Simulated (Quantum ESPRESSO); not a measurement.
**Several settings converged on Ir (Fm-3m, 1 atom in the cell)**

```yaml
crystal:
  lattice:
    - [-1.91040, 0.00000, 1.91040]
    - [0.00000, 1.91040, 1.91040]
    - [-1.91040, 1.91040, 0.00000]
  atoms:
    - { symbol: Ir, position: [0.00000, 0.00000, 0.00000] }
```

Base method: PBE, PseudoDojo standard norm-conserving (PBE) pseudopotentials (plane waves; Quantum ESPRESSO).

Base settings: ecutwfc = 70 Ry; occupations = smearing; smearing = gauss; degauss = 0.0073499 Ry; potentials = {Ir: Ir.upf}; K_POINTS = automatic 15 15 15 0 0 0; conv_thr = 1e-11 Ry; mixing_beta = 0.7.

The count of work is k-points × plane waves × bands × iterations; it is no time. Core times come from one kind of shared machine, to one figure; runs under 30 s give none.

**The k-point mesh at a smearing width of 0.02 eV**

In this ladder: degauss = 0.00147 Ry.

Only quantities that move along the ladder and can be compared are tabulated.

| K_POINTS | free energy less the last step's (meV/atom) | pressure (GPa) | count of work / last |
|---|---|---|---|
| automatic 5 5 5 0 0 0 | 258.02 | 18.67 | 0.0087 |
| automatic 6 6 6 0 0 0 | 66.46 | 15.00 | 0.016 |
| automatic 8 8 8 0 0 0 | 78.21 | 15.60 | 0.025 |
| automatic 9 9 9 0 0 0 | -22.71 | 13.57 | 0.035 |
| automatic 11 11 11 0 0 0 | 29.39 | 14.63 | 0.056 |
| automatic 13 13 13 0 0 0 | 8.59 | 14.36 | 0.084 |
| automatic 16 16 16 0 0 0 | 10.18 | 14.38 | 0.13 |
| automatic 20 20 20 0 0 0 | -5.11 | 14.02 | 0.22 |
| automatic 35 35 35 0 0 0 | 0.00 | 14.12 | 1.0 |

Coarsest K_POINTS that holds the free energy within 2 meV/atom: not settled: the last two steps still differ by 5.1 meV/atom, over half the tolerance, so the ladder does not show it.

Coarsest K_POINTS that holds the pressure within 1 GPa of the last step, with all finer ones: automatic 9 9 9 0 0 0, at 0.035 of the last step's count of work; the step before is off by 1.5 GPa.

Two neighbours can agree and both be off: automatic 13 13 13 0 0 0 and automatic 16 16 16 0 0 0 differ by 0.02 GPa in the pressure, yet lie about 0.25 GPa from the last step.

**The width of Gaussian smearing**

In this ladder: K_POINTS = automatic 24 24 24 0 0 0.

Narrow widths need finer meshes than wide ones, so the last steps can hold mesh noise.

Only quantities that move along the ladder and can be compared are tabulated; pressure and forces are left out, as mesh noise rules them at narrow widths.

```tsv
degauss	free energy less the last step's (meV/atom)	energy extrapolated to zero width less the last step's (meV/atom)
0.073499 Ry	-234.67	5.48
0.036749 Ry	-54.71	1.12
0.02205 Ry	-18.10	0.01
0.0147 Ry	-6.76	0.06
0.0073499 Ry	0.00	0.00
```

Widest degauss that holds the energy extrapolated to zero width within 0.5 meV/atom of the last step, with all finer ones: 0.02205 Ry; the step before is off by 1.1 meV/atom.

Widest degauss that holds the free energy within 5 meV/atom: not settled: the last two steps still differ by 6.8 meV/atom, over half the tolerance, so the ladder does not show it.

The extrapolation to zero width removes most of the smearing's effect on the energy.

**The mesh under tetrahedron occupations**

In this ladder: occupations = tetrahedra_opt; smearing = default; degauss = default.

Only quantities that move along the ladder and can be compared are tabulated.

| K_POINTS | free energy less the last step's (meV/atom) | pressure (GPa) | count of work / last | core time / last (rough) |
|---|---|---|---|---|
| automatic 6 6 6 0 0 0 | 121.36 | 16.57 | 0.013 | – |
| automatic 8 8 8 0 0 0 | 79.71 | 15.58 | 0.024 | – |
| automatic 9 9 9 0 0 0 | 36.32 | 14.97 | 0.033 | – |
| automatic 12 12 12 0 0 0 | 15.51 | 14.41 | 0.093 | 0.1 |
| automatic 14 14 14 0 0 0 | 11.63 | 14.29 | 0.086 | – |
| automatic 18 18 18 0 0 0 | 4.65 | 14.19 | 0.16 | 0.2 |
| automatic 22 22 22 0 0 0 | 2.19 | 14.14 | 0.31 | 0.2 |
| automatic 28 28 28 0 0 0 | 0.52 | 14.13 | 0.52 | 0.7 |
| automatic 34 34 34 0 0 0 | 0.00 | 14.11 | 1.0 | 1 |

Coarsest K_POINTS that holds the pressure within 0.2 GPa of the last step, with all finer ones: automatic 14 14 14 0 0 0, at 0.086 of the last step's count of work; the step before is off by 0.30 GPa.

Coarsest K_POINTS that holds the free energy within 5 meV/atom of the last step, with all finer ones: automatic 18 18 18 0 0 0, at 0.16 of the last step's count of work and about 0.2 of the last step's time; the step before is off by 12 meV/atom.

On the base run: the starting cell has typed, rounded lattice constants, without a prior relaxation at this level. Its lattice was rescaled by up to half a per cent. Spin polarisation is off. In the base run, with a pressure of about 14 GPa the cell is away from its equilibrium volume at this level.

Left out of this page: 2 runs of the series outside the window shown, repeating another row's setting, or not comparable.
